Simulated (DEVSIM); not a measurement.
Structure: abrupt Si n-p junction, at 300 K.

| layer (left to right) | material | thickness (μm) | Nd (cm⁻³) | Na (cm⁻³) | τn (s) | τp (s) |
|---|---|---|---|---|---|---|
| 1 | Si | 20.0 | 5.4e15 | - | 3e-5 | 3e-5 |
| 2 | Si | 0.470 | - | 7.2e17 | 3e-5 | 3e-5 |

Left contact: ohmic. Right contact: ohmic. Voltage is applied to the left contact. Recombination: SRH at mid-gap. Mobility is constant in doping.

The device is made up for the run: typed textbook-type constants, with dimensions and the other settings drawn at random. Values at 300 K.

```csv
parameter,Si
gap (eV),1.124
affinity (eV),4.05
permittivity,11.7
Nc (cm⁻³),2.86e19
Nv (cm⁻³),3.1e19
μn (cm²/Vs),1417
μp (cm²/Vs),470
```

Model (solved in DEVSIM): 1D drift-diffusion, Boltzmann statistics, complete ionisation; no tunnelling, impact ionisation, image-force lowering or self-heating.

**Question.** Give the dark reverse current.

**Answer.** 
| V (V) | J (A/cm²) |
|---|---|
| 0.20 | 3.0e-10 |
| 0.50 | 5.6e-10 |
| 1.00 | 9.0e-10 |
| 1.50 | 1.2e-9 |
| 2.00 | 1.4e-9 |
| 3.00 | 1.9e-9 |
| 4.00 | 2.2e-9 |
| 5.00 | 2.5e-9 |
| 6.50 | 3.0e-9 |
| 8.00 | 3.3e-9 |
| 10.00 | 3.8e-9 |
